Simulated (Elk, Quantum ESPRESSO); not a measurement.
An Elk input for a self-consistent single point of Li2Pd (P6/mmm, 3 atoms in the cell) (DFT, PBEsol, spin-orbit coupling in second variation, all-electron FP-LAPW, Elk's shipped species files, APW+lo basis with extra local orbitals):

```
tasks
  0

xctype
  22

spinorb
  .true.

rgkmax
  7.5

gmaxvr
  16.0

nxlo
  2

lorbcnd
  .true.

lmaxi
  3

nempty
  10

swidth
  0.00367493

maxscl
  100

avec
    7.9465253984   -0.0000000643    0.0000000000
   -3.9732626435    6.8818928989    0.0000000000
    0.0000000000    0.0000000000    5.0642014523

sppath
  './'

atoms
  2
  'Li.in'
  2
  0.3333333333  0.6666666667  0.5000000000    0.0 0.0 0.0
  0.6666666667  0.3333333333  0.5000000000    0.0 0.0 0.0
  'Pd.in'
  1
  0.0000000000  0.0000000000  0.0000000000    0.0 0.0 0.0

ngridk
  9 9 12
```

**Question.** Translate this input to Quantum ESPRESSO.

**Answer.** One input that does it (others would too):

```fortran
&CONTROL
 calculation = 'scf'
 prefix = 'scf'
 outdir = './work'
 pseudo_dir = './'
 tprnfor = .true.
 tstress = .true.
/
&SYSTEM
 ibrav = 0
 celldm(1) = 7.9465253984
 nat = 3
 ntyp = 2
 ecutwfc = 85
 occupations = 'smearing'
 smearing = 'fd'
 degauss = 0.0073499
 noncolin = .true.
 lspinorb = .true.
/
&ELECTRONS
 conv_thr = 1e-10
 mixing_beta = 0.5
/
ATOMIC_SPECIES
Li     6.9400  Li.upf
Pd   106.4200  Pd.upf
ATOMIC_POSITIONS {bohr}
Li    0.0000000000    4.5879285779    2.5321007262
Li    3.9732626992    2.2939642889    2.5321007262
Pd    0.0000000000    0.0000000000    0.0000000000
K_POINTS {automatic}
9 9 12  0 0 0
CELL_PARAMETERS {alat}
   1.0000000000     0.0000000000     0.0000000000
  -0.5000000000     0.8660254038     0.0000000000
   0.0000000000     0.0000000000     0.6372850017
```

Basis settings and potentials, where a program has them, do not carry over. This input uses DFT, PBEsol, spin-orbit coupling, plane waves, PseudoDojo fully relativistic norm-conserving (PBESOL) pseudopotentials.

The starting cell comes from a database of computed structures (which also holds hypothetical and non-ambient phases and stackings), without a prior relaxation at this level.
